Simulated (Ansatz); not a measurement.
Given:

```
GaP
1.0
    0.00000     2.69155     2.69155
    2.69155     0.00000     2.69155
    2.69155     2.69155     0.00000
Ga P
1 1
Cartesian
  0.00000   0.00000   0.00000
  1.34578   1.34578   1.34578
```

Method: PBE with spin-orbit coupling, rigid bands (plane waves, PAW; Ansatz, a quantum-chemistry and plane-wave program). Condition of this run: hydrostatic pressure of 2.8 GPa (compression positive) (the target of the relaxation). How the cell was made: cell and atoms relaxed with PBEsol, then loaded as said.

### Question
What conductivity effective mass do dilute holes have at 300 K?

### Answer
0.48 mₑ.

### Question
What conductivity effective mass do dilute electrons have at 300 K?

### Answer
0.35 mₑ.

### Question
And the band gap?

### Answer
1.50 eV at this level; semilocal functionals usually fall short of the measured gap.

Rigid bands, one relaxation time for all states, no polarons. Geometry: cell and atoms relaxed with PBEsol.
